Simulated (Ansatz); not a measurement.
Here is the system:

End structure of a constructed model of the (0001) surface of hcp Ru, (√3x√3)R30° layer of Pb, one a cell, in the other hollow (bottom of the slab: a bare face, its two planes held):

```xyz
19
Lattice="4.0821 2.3568 0.0000 -4.0821 2.3568 0.0000 0.0000 0.0000 29.5000" Properties=species:S:1:pos:R:3 pbc="T T T"
Ru     1.3607     0.7856     8.0825
Ru     0.0000     3.1424     8.0825
Ru    -1.3607     0.7856     8.0825
Ru     0.0000     1.5712    10.2290
Ru     2.7214     1.5712    10.2290
Ru    -2.7214     1.5712    10.2290
Ru     1.3606     0.7857    12.3601
Ru     0.0001     3.1425    12.3601
Ru    -1.3607     0.7854    12.3601
Ru     0.0005     1.5709    14.5379
Ru     2.7214     1.5718    14.5379
Ru    -2.7219     1.5709    14.5379
Ru     1.3620     0.7848    16.6756
Ru    -0.0013     3.1416    16.6756
Ru    -1.3607     0.7872    16.6756
Ru     0.0012     1.5705    18.7614
Ru     2.7214     1.5725    18.7614
Ru    -2.7226     1.5705    18.7614
Pb    -1.3607     2.3568    21.1601
```

Slab: 19 atoms, 13.3 Å thick at the start; k 9x9x1, smearing 0.1 eV, dipole-corrected; 6 atoms held, the rest relaxed; symmetry of the start imposed; no spin, no spin-orbit, no U. In PBE it is, or lies within 0.01 eV a 1x1 cell of, the lowest of the 2 structures of its composition computed so far; larger cells were not tried.

**Question.** What work function of the top face does PBE (Ansatz, a first-principles code) give?

**Answer.** 4.09 eV
